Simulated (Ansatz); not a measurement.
We consider hexagonal WC, described by RPBE in Ansatz (plane waves, PAW).

Run with plane-wave cutoff 520 eV, 24×24×22 k mesh (along the axes of the cell as run), Fermi–Dirac smearing 0.052 eV (set by the program), no spin polarisation, scalar-relativistic PAW data made under PBE.

Computed at the level's own relaxed cell.

Hill averages of the elastic tensor: K = 372.2 GPa, G = 275.7 GPa. Volume 10.644 Å³/atom, mean atomic mass 97.925 u.

Task: Work out the density, the sound velocities of a polycrystal and the elastic Debye temperature, and Pugh's ratio at this level.

Result: ρ = 1.66054 × 97.925/10.644 = 15.277 g/cm³. v_l = √[(K + 4G/3)/ρ] = 6.959 km/s and v_t = √(G/ρ) = 4.248 km/s. The mean follows from 3/v_m³ = 1/v_l³ + 2/v_t³: v_m = 4.691 km/s. Θ_D = (ħ/k_B) v_m (6π²/V)^(1/3) = 76.38 K Å s/km × 4.691 × 1.7719 Å⁻¹ = 635 K, counting all atoms of the cell. K/G = 1.35, to be set beside Pugh's rough bound of 1.75 between brittle and ductile metals.

Ansatz is a quantum-chemistry and plane-wave program.
